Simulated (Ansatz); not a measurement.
## How a calculation on FeNi (P4/mmm, 2 atoms in the cell) responds to its settings

```
FeNi
1.0
    2.51248     0.00000     0.00000
    0.00000     2.51248     0.00000
    0.00000     0.00000     3.55299
Fe Ni
1 1
Direct
  0.00000   0.00000   0.00000
  0.50000   0.50000   0.50000
```
Moments meant for the start (each program seeds them in its own way; μB, in the order of the atoms Fe Ni): 4.0 2.0.

Base run A: PBEsol, default PAW files made with PBE in Ansatz (an electronic-structure program), self-consistent single point.

Its settings: kpoints.mp_grid.grid = 13 13 9; hamiltonian.xc = pbesol; hamiltonian.pseudopotentials = {kind: paw} (the program's default PAW files); magnetization.spin_polarized = true; scf.occupations.method = gaussian; scf.occupations.width = 0.05 eV.

The starting cell comes from a database of published, mostly measured structures (it also holds non-ambient and calculated ones), without a prior relaxation at this level. Its lattice was rescaled by a random factor within 2.5 % of one. The magnetic order is the one reached from the typed start; others were not searched systematically. In the base run, with a pressure of about -8 GPa the cell is away from its equilibrium volume at this level. Ansatz's pressure includes its estimate of the finite-basis (Pulay) stress.

A dash stands where there is no value to compare (another energy zero or no entropy term, no result, no spin, no clean gap, or a mesh too coarse for one). 

Run A gave: pressure (GPa) -8.02; size of the net moment (μB/atom) 1.61.

Runs:
- B: hamiltonian.dispersion: default → d3bj [PBEsol-D3BJ]
- C: hamiltonian.dispersion: default → d3bjatm [PBEsol-D3BJ-ATM]
- D: hamiltonian.dispersion: default → d4 [PBEsol-D4]

### Question
What does run B change against A?

### Answer
The pressure goes from -8.02 to -13.31 GPa and the size of the net moment stays at 1.61 μB/atom.

### Question
What does run C change against A?

### Answer
The pressure goes from -8.02 to -12.17 GPa and the size of the net moment stays at 1.61 μB/atom.

```csv
run,pressure (GPa),size of the net moment (μB/atom),dispersion energy (eV/atom)
A,-8.02,1.61,–
B,-13.31,1.61,-0.369
C,-12.17,1.61,-0.329
D,-11.02,1.61,-0.230
```

Left out of this page: 1 run of the series held back from this collection.

Keys are those of Ansatz 0.2.
